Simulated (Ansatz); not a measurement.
**RuSi, pressure series**

The parent structure is RuSi (space group P2_13, No. 198; a = 4.706 Å).

Cell and atoms are relaxed at each pressure.

The values are results of Ansatz (an electronic-structure program) r2SCAN, no spin-orbit coupling, earlier PAW set, not measurements.

```tsv
change	volume per atom	smallest direct gap	width of the top valence band
base	13.03 Å³	0.41 eV	1.18 eV
pressure −2 GPa	13.15 Å³	0.41 eV	1.17 eV
pressure −1 GPa	13.09 Å³	0.41 eV	1.18 eV
pressure 1.8 GPa	12.93 Å³	0.41 eV	1.19 eV
pressure 4.2 GPa	12.80 Å³	0.41 eV	1.21 eV
pressure 9 GPa	12.56 Å³	0.41 eV	1.23 eV
pressure 30 GPa	11.76 Å³	0.39 eV	1.32 eV
```

Load acts through the strain it causes; cell and atoms are relaxed under it. No phonon test of stability was made. No other phases were tried under pressure.
